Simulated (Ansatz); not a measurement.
# TeO2: O → F

Start from TeO2 (space group P2_12_12_1, No. 19; a = 4.433 Å, b = 4.883 Å, c = 8.783 Å).

Perturbation: F takes the place of O on all its sites; the structure is relaxed again.

The values are results of r2SCAN, PAW, 500 eV (Ansatz, a first-principles code; without spin-orbit coupling), not measurements. Γ-centred 3×6×6 mesh, Fermi–Dirac width 0.05 eV, for the changed cell.

Volume per atom: 16.09 Å³ (base 15.84 Å³)
Density: 5.70 g/cm³ (base 5.58 g/cm³)
Space group: Pnma (No. 62) (base P2_12_12_1 (No. 19))
Shortest interatomic distance: 200.6 pm (base 185.9 pm)
Band gap: 1.74 eV (base 3.51 eV)
Gap character: indirect, U → Γ
Smallest direct gap: 2.34 eV (base 3.74 eV)
Electron mass: 1.6 mₑ along a, 0.13 mₑ along b, 0.93 mₑ along c (at Γ)

Final structure:

```xyz
12
Lattice="9.6846 0.0000 0.0000 0.0000 4.3501 0.0000 0.0000 0.0000 4.5838" Properties=species:S:1:pos:R:3 pbc="T T T"
Te     5.6174     3.2626     2.9075
Te     0.7752     3.2626     3.9682
Te     4.0671     1.0875     1.6763
Te     8.9094     1.0875     0.6156
F      5.5607     1.0875     0.3376
F      0.7184     1.0875     1.9543
F      4.1239     3.2626     4.2462
F      8.9662     3.2626     2.6295
F      3.0042     1.0875     3.3881
F      7.8465     1.0875     3.4876
F      6.6804     3.2626     1.1957
F      1.8381     3.2626     1.0962
```

Spin-orbit coupling, missing from the scalar runs, can matter with Te. Effective masses come from finite differences of ±0.01 Å⁻¹. Stability against distortions was not tested. As relaxed here, TeF2 is a hypothetical phase, not in the database extracts checked. k-point labels follow each cell's own Brillouin zone.
